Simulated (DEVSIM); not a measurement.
**Si n-p junction from an implanted or diffused profile**

Structure: Si n-p junction from an implanted or diffused profile, at 300 K.

```tsv
layer (left to right)	material	thickness (μm)	Na (cm⁻³)	τn (s)	τp (s)
1	Si	6.90	2.9e15	2.4e-6	2.4e-6
```

Added donor profile: 8.1e18 cm⁻³ × exp(−(x − 0 μm)²/(2·(0.16 μm)²)). Left contact: ohmic. Right contact: ohmic. Voltage is applied to the left contact. Recombination: SRH at mid-gap, radiative. Mobility is μmin + (μ − μmin)/(1 + (N/Nref)^α).

The device is made up for the run: typed textbook-type constants, with dimensions and the other settings drawn at random. Values at 300 K.

```
parameter           Si
-------------  -------
gap (eV)         1.124
affinity (eV)     4.05
permittivity      11.7
Nc (cm⁻³)      2.86e19
Nv (cm⁻³)       3.1e19
μn (cm²/Vs)       1417
μp (cm²/Vs)        470
μn,min              52
μp,min              45
Nref,n          9.7e16
Nref,p          2.2e17
αn                0.68
αp                0.72
B (cm³/s)      4.7e-15
```

Simulated with DEVSIM: 1D drift-diffusion, Boltzmann statistics, complete ionisation; no tunnelling, impact ionisation, image-force lowering or self-heating.

* **Potential step across the device at zero bias**: 0.852 V
* **Dark forward voltage at 1 A/cm²**: 0.563 V
* **Dark forward voltage at 100 A/cm²**: 0.706 V

Dark reverse current:

```json
[
 {"V (V)": "0.10", "J (A/cm²)": "3.2e-9"},
 {"V (V)": "0.25", "J (A/cm²)": "5.8e-9"},
 {"V (V)": "0.50", "J (A/cm²)": "9.5e-9"},
 {"V (V)": "0.75", "J (A/cm²)": "1.3e-8"},
 {"V (V)": "1.00", "J (A/cm²)": "1.5e-8"},
 {"V (V)": "1.50", "J (A/cm²)": "2.0e-8"},
 {"V (V)": "2.00", "J (A/cm²)": "2.4e-8"},
 {"V (V)": "2.50", "J (A/cm²)": "2.8e-8"},
 {"V (V)": "3.25", "J (A/cm²)": "3.3e-8"},
 {"V (V)": "4.00", "J (A/cm²)": "3.8e-8"},
 {"V (V)": "5.00", "J (A/cm²)": "4.3e-8"}
]
```

Small-signal capacitance in reverse bias (quasi-static):

```tsv
V (V)	C (nF/cm²)
0.1	16.8
0.25	15.4
0.5	13.7
0.75	12.4
1	11.5
1.5	10.1
2	9.15
2.5	8.41
3.25	7.59
4	6.97
5	6.34
```
